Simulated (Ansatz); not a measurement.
An Ansatz (a program for electronic structure) input (DFT with PBEsol, PAW potentials and a 420 eV plane-wave cutoff in Ansatz, no spin-orbit coupling):

Ansatz 0.2 input:
```yaml
crystal:
  lattice:
    - [4.9919623414, 0, 0]
    - [0, 7.059700846, 0]
    - [0, 3.529850423, 3.4883495524]
  atoms:
    - { symbol: Sr, position: [0, 0, 0] }
    - { symbol: Ti, position: [0.5, 0.5, 0] }
    - { symbol: Se, position: [0.5, 0.5, 0.5] }
    - { symbol: Se, position: [0, 0.5, 0] }
    - { symbol: Se, position: [0.5, 0, 0.5] }
basis: { ecutwfc: 420, ecutrho_ratio: 4, xc_grid: 2, fft_grid_basis: typed }
kpoints: { mp_grid: { grid: [10, 10, 10] } }
hamiltonian:
  xc: pbesol
  dispersion: none
  pseudopotentials: { kind: paw }
scf: { occupations: { method: fermi_dirac, width: 0.05 } }
relax: { f_tol: 0.005, max_steps: 50, cell: { stress_tol: 0.01, fix: [a, b, gamma] } }
output: { forces: true, stress: true }
checkpoint: { write: state.ck, write_every: 1000 }
```

**Question.** Which symmetry and how many k-points will the program report, and about how many plane waves at Γ?

**Answer.** Space group Cmmm (ITA 65) with 8 operations, k-points 186 of 1000, and 2429 plane waves at Γ.

**Question.** And the final pressure?

**Answer.** -0.48 GPa (compression positive).

The cells carry an imposed strain or load. Whether these cells are dynamically stable was not tested. All final runs are without spin polarisation. The cell was made from SrTiSe3 in the cubic perovskite structure (space group Pm-3m, No. 221; a hypothetical phase, not in the database extracts checked) by this change: biaxial strain +0.79 %, plane normal [110], relaxed out of plane. Many cubic perovskites are stable only at high temperature; tilts and polar distortions were not tested. SrTiSe3 has a high density of states at the Fermi level and may be magnetic at this level.
